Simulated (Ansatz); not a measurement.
## Rb in the bcc (W type) structure (space group Im-3m, No. 229)

```xyz
1
Lattice="-2.8742 2.8742 2.8742 2.8742 -2.8742 2.8742 2.8742 2.8742 -2.8742" Properties=species:S:1:pos:R:3 pbc="T T T"
Rb     0.0000     0.0000     0.0000
```

Method: r2SCAN, PAW, 500 eV (Ansatz, an electronic-structure program; no spin-orbit coupling). k-mesh 12×12×12 (Γ-centred); smearing 0.05 eV (Fermi–Dirac).

The volume per atom is 94.98 Å³ and the density is 1.49 g/cm³. The band gap comes out as zero and the total energy comes out as -3277.996 eV/atom (σ→0; compares only within this code and set-up).

Stability against distortions was not tested.
